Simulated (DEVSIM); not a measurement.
Structure: abrupt Si p-n junction, at 250 K.

| layer (left to right) | material | thickness (μm) | Nd (cm⁻³) | Na (cm⁻³) | τn (s) | τp (s) |
|---|---|---|---|---|---|---|
| 1 | Si | 4.90 | - | 1.1e16 | 2.3e-6 | 2.3e-6 |
| 2 | Si | 0.850 | 1.2e17 | - | 2.3e-6 | 2.3e-5 |

Left contact: ohmic. Right contact: ohmic. Voltage is applied to the left contact. Recombination: SRH at mid-gap, radiative, Auger. Mobility is constant in doping.

Constants are typed, rounded textbook-type inputs, not results; the design itself was drawn at random and stands for no fabricated device. Values at 300 K; Nc and Nv go as T^1.5, mobilities as T to minus their exponent, the gap by Varshni's rule with the affinity fixed.

```tsv
parameter	Si
gap (eV)	1.124
affinity (eV)	4.05
permittivity	11.7
Nc (cm⁻³)	2.86e19
Nv (cm⁻³)	3.1e19
μn (cm²/Vs)	1417
μp (cm²/Vs)	470
T exponent of μn	2.3
T exponent of μp	2.2
B (cm³/s)	4.7e-15
Cn (cm⁶/s)	2.8e-31
Cp (cm⁶/s)	9.9e-32
Varshni α (eV/K)	0.000473
Varshni β (K)	636
```

Model (solved in DEVSIM): 1D drift-diffusion, Boltzmann statistics, complete ionisation; no tunnelling, impact ionisation, image-force lowering or self-heating.

Task: Tabulate band edges, carrier densities and field at -2.0 V on the left contact.

Result: Energies count from the Fermi level of the right contact; mesh points crowd at the junctions.

```tsv
x (μm)	Ec (eV)	Ev (eV)	n (cm⁻³)	p (cm⁻³)	field (V/cm)
0.000	2.971	1.835	< 1e2	1.1e16	≈ 0
0.02395	2.971	1.835	< 1e2	1.1e16	≈ 0
0.06777	2.971	1.835	< 1e2	1.1e16	≈ 0
0.1587	2.971	1.835	< 1e2	1.1e16	≈ 0
0.4208	2.971	1.835	< 1e2	1.1e16	≈ 0
0.8253	2.971	1.835	< 1e2	1.1e16	≈ 0
1.665	2.971	1.835	< 1e2	1.1e16	≈ 0
3.401	2.971	1.835	< 1e2	1.1e16	≈ 0
4.126	2.971	1.835	< 1e2	1.1e16	≈ 0
4.523	2.693	1.557	< 1e2	2.8e10	-30000
4.714	1.817	0.681	< 1e2	< 1e2	-62000
4.838	0.918	-0.218	< 1e2	< 1e2	-83000
4.881	0.545	-0.591	2.2e8	< 1e2	-90000
4.901	0.359	-0.777	1.3e12	< 1e2	-91000
4.936	0.151	-0.985	2.0e16	< 1e2	-28000
4.993	0.112	-1.024	1.2e17	< 1e2	-250
5.094	0.112	-1.024	1.2e17	< 1e2	≈ 0
5.297	0.112	-1.024	1.2e17	< 1e2	≈ 0
5.567	0.112	-1.024	1.2e17	< 1e2	≈ 0
5.663	0.112	-1.024	1.2e17	< 1e2	≈ 0
5.717	0.112	-1.024	1.2e17	< 1e2	≈ 0
5.750	0.112	-1.024	1.2e17	< 1e2	≈ 0
```
